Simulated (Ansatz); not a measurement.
# What biaxial strain +1.25 %, plane normal [111], relaxed out of plane does to CdTe

Consider CdTe in the zinc blende structure (space group F-43m, No. 216; a = 6.409 Å). Axes: x, y, z lie along the cube axes.

The change: biaxial strain +1.25 %, plane normal [111], relaxed out of plane (Cartesian); in-plane vectors clamped, the third vector and the atoms free.

All numbers come from DFT with LDA, PAW potentials and a 420 eV plane-wave cutoff in Ansatz (an electronic-structure program), scalar-relativistic without spin-orbit coupling. Γ-centred 9×9×9 mesh, Fermi–Dirac width 0.05 eV.

The volume per atom grows by 0.475 Å³ (32.90 Å³ → 33.38 Å³) and the space group becomes R3m (No. 160) (base: F-43m (No. 216)). The shortest interatomic distance goes up by 0.010 bohr, from 5.244 bohr to 5.254 bohr and the energy rises by 2.5 meV/atom. The band gap falls by 0.116 eV, from 0.61 eV to 0.50 eV (an upper bound: an edge found on the path is not a true extremum; the changed cell) and the out-of-plane strain comes out as -1.05 %. The ratio −ε⊥/ε∥ amounts to 0.84 and the mean in-plane stress (compression positive) amounts to -1.0 GPa.

With Te present, leaving out spin-orbit coupling can change the band edges. Whether these cells are dynamically stable was not tested.
